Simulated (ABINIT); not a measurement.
Input and output of a self-consistent single point for ZrC (Fm-3m, 2 atoms in the cell) (ABINIT).

Method: PBEsol, norm-conserving pseudopotentials (PseudoDojo nc-sr-04 PBEsol standard) (plane waves; ABINIT).

```yaml
crystal:
  lattice:
    - [0.00000, 2.30888, 2.30888]
    - [2.30888, 0.00000, 2.30888]
    - [2.30888, 2.30888, 0.00000]
  atoms:
    - { symbol: Zr, position: [0.00000, 0.00000, 0.00000] }
    - { symbol: C, position: [0.50000, 0.50000, 0.50000] }
```

Reference input (self-consistent single point, DFT, PBE, plane waves, norm-conserving pseudopotentials (PseudoDojo nc-sr-05 PBE standard)): pseudos = [Zr.upf, C.upf]; ecut = 1116 eV; ixc = 11; occopt = 7; tsmear = 0.00734986 Ha; ngkpt = 10 10 10; nshiftk = 1; shiftk = 0 0 0; potentials = PseudoDojo nc-sr-05 PBE standard; nband = 13; kptopt = 1; nstep = 60. This run's input differs from it in these lines:

```diff
@@ -1,2 +1,2 @@
-# ZrC, PseudoDojo nc-sr-05 PBE standard
+# ZrC, PseudoDojo nc-sr-04 PBEsol standard
 pp_dirpath "./"
@@ -16,3 +16,3 @@
 ecut 1116 eV
-ixc 11
+ixc -116133
 occopt 7
```

Its files differ too (potentials: PseudoDojo nc-sr-05 PBE standard → PseudoDojo nc-sr-04 PBEsol standard).

Output, abridged:

```
--- !BeginCycle
solver: {iscf: 7, nstep: 60, nline: 4, wfoptalg: 0, }
tolerances: {tolvrs: 1.00E-11, }
...

     iter   Etot(hartree)      deltaE(h)  residm     vres2
 ETOT  1  -56.490604104326    -5.649E+01 1.282E-01 8.301E+02
 ETOT  2  -56.416356072963     7.425E-02 6.128E-02 1.317E+03
 ETOT  3  -56.669246827144    -2.529E-01 6.852E-03 6.841E-01
 ETOT  4  -56.669427415633    -1.806E-04 2.552E-03 3.139E-01
 ETOT  5  -56.669445572193    -1.816E-05 4.137E-04 2.403E-01
   [... 2 lines left out ...]
 ETOT  8  -56.669498633045    -1.245E-07 4.063E-04 3.375E-07
 ETOT  9  -56.669498633126    -8.072E-11 1.685E-04 9.348E-11
 ETOT 10  -56.669498633127    -5.969E-13 1.270E-04 2.415E-11
 ETOT 11  -56.669498633126     9.521E-13 1.454E-04 5.178E-13
 At SCF step   11       vres2   =  5.18E-13 < tolvrs=  1.00E-11 =>converged.

 Cartesian components of stress tensor (hartree/bohr^3)
  sigma(1 1)= -2.92567320E-04  sigma(3 2)=  0.00000000E+00
  sigma(2 2)= -2.92567320E-04  sigma(3 1)=  0.00000000E+00
  sigma(3 3)= -2.92567320E-04  sigma(2 1)=  0.00000000E+00

 ----iterations are completed or convergence reached----

 reduced coordinates (array xred) for    2 atoms
       0.000000000000      0.000000000000      0.000000000000
       0.500000000000      0.500000000000      0.500000000000
 cartesian forces (eV/Angstrom) at end:
    1     -0.00000000000000    -0.00000000000000    -0.00000000000000
    2     -0.00000000000000    -0.00000000000000    -0.00000000000000
 frms,max,avg= 0.0000000E+00 0.0000000E+00   0.000E+00  0.000E+00  0.000E+00 e/A
   [... lines left out ...]
 Fermi (or HOMO) energy (hartree) =   0.44040   Average Vxc (hartree)=  -0.47153
   [... lines left out ...]
total_energy        : -5.66694986331257E+01
total_energy_eV     : -1.54205548045973E+03
band_energy         : -3.44053562306347E+00
...

-Cartesian components of stress tensor (GPa)         [Pressure=  8.6076E+00 GPa]
- sigma(1 1)= -8.60762628E+00  sigma(3 2)=  0.00000000E+00
- sigma(2 2)= -8.60762628E+00  sigma(3 1)=  0.00000000E+00
- sigma(3 3)= -8.60762628E+00  sigma(2 1)=  0.00000000E+00

 Calculation completed.
```

The run converged in 11 iterations. Against the reference run the pressure goes from 14.77 to 8.61 GPa.

The starting cell has typed, rounded lattice constants, without a prior relaxation at this level. Its lattice was rescaled by a random factor within 2.5 % of one. With a pressure of about 9 GPa the cell is away from its equilibrium volume at this level.

Cost on one core of a shared machine: roughly 30 s.
